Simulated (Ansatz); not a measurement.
# PBE against r2SCAN: SiC, biaxial strain −2.84 %, plane normal [001], relaxed out of plane

The reference is SiC in the wurtzite structure (space group P6_3mc, No. 186; a = 3.092 Å, c = 5.074 Å). Axes: x lies along a and z along c of the hexagonal cell.

(Cell as relaxed with PBE.)

Levels (all Ansatz, a quantum-chemistry and plane-wave program, PAW, earlier PAW set): PBE (420 eV, no spin-orbit coupling); r2SCAN (500 eV, no spin-orbit coupling).

Each level relaxes its own structure.

```csv
base,PBE,r2SCAN
volume per atom,10.50 Å³,10.34 Å³
lattice parameter a,309.2 pm,307.5 pm
band gap,2.31 eV,2.65 eV
```

It is then changed as follows: compressive biaxial strain of 2.84 % in the plane normal to [001], as in epitaxy on a mismatched substrate; the out-of-plane cell vector and the atoms relax.

```csv
quantity,PBE,r2SCAN
volume per atom,9.97 Å³,?
electron mass,"0.27 mₑ out of plane, 0.42 mₑ in plane (at K)",?
shift of the gap caused by the change,-0.39 eV,?
band gap,1.92 eV,?
```

### Question
Given the PBE results, estimate those of r2SCAN.

### Answer

- volume per atom, r2SCAN: 9.81 Å³
- electron mass, r2SCAN: 0.26 mₑ out of plane, 0.41 mₑ in plane (at K)
- shift of the gap caused by the change, r2SCAN: -0.38 eV
- band gap, r2SCAN: 2.27 eV

PBE's volume per atom lies 0.16 Å³ above r2SCAN's (1.6 %); PBE's band gap lies 0.355 eV below r2SCAN's. Neither level is exact; r2SCAN is the comparison here, not a measurement.

Effective masses come from finite differences of ±0.01 Å⁻¹. No phonon test of stability was made.
